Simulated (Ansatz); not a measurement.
A user runs Ansatz (a first-principles code) on LiCoF2 (R-3m, 4 atoms in the cell) and asks whether the run is sound. The aim is a self-consistent single point with DFT, LDA (PW92), plane waves, default PAW files made with PBE.

Cell that was meant: a = 5.7475 Å, b = 5.7475 Å, c = 5.7475 Å, α = 28.92°, β = 28.92°, γ = 28.92°.

Part of the input:

Ansatz 0.2 input:
```yaml
magnetization:
  spin_polarized: true
scf:
  occupations: { method: fermi_dirac, width: 2.0 }
output:
  forces: true
  eigenvalues: true
```

Output, abridged:

```
WARN basis.ecutwfc = 420 eV, the default
WARN ansatz: RAYON_NUM_THREADS=1 ignored (pool sized by the plan → 1); use --threads N
   [... lines left out ...]
PAW frozen core: F, regenerated for the run's functional, and the local potential with it
Initial density: superposition of atomic densities (chi_scale 0.1, normalization cell, long waves 21 % of neutral atoms (reshape's long-wave potential 1.21 eV rms, cloud 1.85 Å wide))
Starting moments: Σ|m| = 3 μB on 1 of 4 sites
Initial wavefunctions: pseudopotential atomic-orbital guess
Eigensolver: davidson
Functional: x = slater, c = lda
SCF iter   1: F=—  HF=-6879.889464 eV  |F-HF|=—  |Δ(HF+E_count)|=         —  Δρ=5.15e-1 (↑1.82e-1 ↓5.15e-1)  dr2=1.61e2  dr2_m=1.61e1  M=0.176 μB ∫|m|=0.193 μB  β_m=0.30  ethr=3.10e-3  ⟨swp⟩=6.3  Hψ=86024  notcnv=0
Mixer restart at iter 1: flushing history
all-band conjugate gradients solve this SCF's bands
preconditioner: auto → Kerker (q_TF=auto, 2.664 Å⁻¹)
   [... lines left out ...]
SCF iter  12: F=—  HF=-6863.953870 eV  |F-HF|=—  |Δ(HF+E_count)|=   3.48e-9  Δρ=2.21e-6 (↑2.14e-6 ↓2.21e-6)  dr2=4.22e-9  dr2_m=4.24e-12  M=0.000 μB ∫|m|=0.000 μB  β_m=0.94  ethr=3.78e-10  ⟨swp⟩=1.1  Hψ=19905  notcnv=0
SCF iter  13: F=-6863.953870 eV  HF=-6863.953870 eV  |F-HF|=4.11e-9  |Δ(HF+E_count)|=  5.50e-10  Δρ=1.76e-6 (↑1.72e-6 ↓1.76e-6)  dr2=4.28e-9  dr2_m=4.08e-13  M=-0.000 μB ∫|m|=0.000 μB  ethr=1.24e-11  ⟨swp⟩=3.7  Hψ=63967  notcnv=0
SCF 1 converged in 13 iterations: F = -6863.953870 eV  dr2 = 4.28e-9
WARN: the starting moments were not kept: the SCF closed with an absolute magnetisation of 3.4e-7 μB, where they sum to 3 μB in size (1 site) …
   [... lines left out ...]
Absolute magnetization: 0.0000 μB (∫|ρ↑−ρ↓|, with the PAW one-centre terms)
Free energy (F): -6863.953870 eV
Fermi energy:    9.302316 eV
   [... lines left out ...]
  atom   4  F      0.00000000    -0.00000003     1.13476219
--- Stress (GPa, compression-positive) ---
        9.777686       0.000000       0.000000
        0.000000       9.777686      -0.000000
        0.000000      -0.000000      15.851962
  P = ⅓ Tr σ = 11.8024 GPa (118.024 kbar)
  The stress holds the Pulay correction. Without it, at fixed plane waves, as pw.x and ABINIT print it: P = 10.8965 GPa
```

Is this run sound? If not, what is wrong?

The run is not sound. The fault is a smearing width that is far too large. A width of many tenths of an electronvolt moves electrons far across the Fermi level or the gap, and the free energy and its derivatives carry a large smearing term. To fix it, use a width small against the gap or band features. The run converged in 13 iterations without an error; against the sound input the free energy falls by 2.81 eV/atom, the pressure goes from -10.25 to 11.80 GPa, the largest force goes from 0.137 to 1.135 eV/Å and the size of the net moment goes from 0.55 to 0.00 μB/atom.

The sound input it was made from differs as follows (other fixes are possible):
```diff
-  occupations: { method: fermi_dirac, width: 2.0 }
+  occupations: { method: fermi_dirac, width: 0.1 }
```

With that input, the run converged in 14 iterations: free energy E − TS (on the zero of these files) -6852.7183 eV; Fermi level (on the code's own zero) 9.03 eV; pressure -10.25 GPa; largest force (vector length) 0.137 eV/Å; size of the cell's spin moment 2.22 μB (DFT, LDA (PW92), plane waves, default PAW files made with PBE).

On the sound input: the starting cell comes from a database of computed structures (which also holds hypothetical and non-ambient phases and stackings), without a prior relaxation at this level. With one magnetic atom in the cell only a parallel order is possible. With a pressure of about -10 GPa the cell is away from its equilibrium volume at this level. Ansatz's pressure includes its estimate of the finite-basis (Pulay) stress. Without the estimate this run gives -11.16 GPa.
